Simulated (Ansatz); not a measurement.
Pressure series in Si

The reference is Si in the diamond structure (space group Fd-3m, No. 227; a = 5.444 Å).

Cell and atoms are relaxed at each pressure.

Level of theory: plane-wave PAW DFT at the r2SCAN level (Ansatz, a first-principles code, 500 eV), no spin-orbit coupling.

Q: Only one of these has no band gap. Which?
A. pressure −1 GPa
B. pressure 15 GPa
C. pressure 100 GPa
D. pressure 7 GPa

A: C, pressure 100 GPa. Computed: pressure −1 GPa: 0.79 eV; pressure 100 GPa: zero; pressure 15 GPa: 0.54 eV; pressure 7 GPa: 0.66 eV

The mesh was chosen for an insulator and is coarse for the gapless case. Load acts through the strain it causes; cell and atoms are relaxed under it. Whether these cells are dynamically stable was not tested. Measured, Si leaves this structure (for the β-tin structure) near 12 GPa (room temperature; as listed in arXiv:1906.07825).
